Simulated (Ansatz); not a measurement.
**InP under load (space group P6_3mc): band-edge transport data**

Data:

```xyz
4
Lattice="4.0921 0.0000 0.0000 -2.0460 3.5438 0.0000 0.0000 0.0000 6.8637" Properties=species:S:1:pos:R:3 pbc="T T T"
In     0.0000     2.3626     0.0149
In     2.0460     1.1813     3.4468
P      0.0000     2.3626     2.5590
P      2.0460     1.1813     5.9908
```

The numbers are results of r2SCAN with spin-orbit coupling, rigid bands (plane waves, PAW; Ansatz, a program for electronic structure), not measurements. Condition of this run: biaxial stress in the c plane of 2 GPa (compression positive) (the target of the relaxation). How the cell was made: cell and atoms relaxed with PBEsol, then loaded as said.

```json
{
  "band_gap": "1.18 eV",
  "electron conductivity mass (300 K, dilute)": "0.113 (x), 0.113 (y), 0.083 (z) mₑ",
  "hole conductivity mass (300 K, dilute)": "0.61 (x), 0.61 (y), 1.09 (z) mₑ",
  "effective density of states N_c (300 K)": "7.6e17 cm⁻³",
  "effective density of states N_v (300 K)": "1.3e19 cm⁻³",
  "density_of_states_mass_electrons": "0.097 mₑ",
  "density_of_states_mass_holes": "0.65 mₑ",
  "Seebeck coefficient, n-type 1e19 cm⁻³, 300 K": "-65 μV/K",
  "best n-type power factor at 300 K for τ = 10 fs (best axis; densities from 1e16 to 1e21 cm⁻³ tried, whether or not they can be reached)": "21 μW/(cm·K²) at 3e20 cm⁻³",
  "Seebeck coefficient, p-type 1e19 cm⁻³, 300 K": "290 μV/K",
  "best p-type power factor at 300 K for τ = 10 fs (best axis; densities from 1e16 to 1e21 cm⁻³ tried, whether or not they can be reached)": "7.5 μW/(cm·K²) at 1e20 cm⁻³"
}
```

Rigid bands; masses and Seebeck coefficients take one relaxation time τ for all states and one kind of carrier; polarons and phonon drag are left out. Geometry: cell and atoms relaxed with PBEsol.
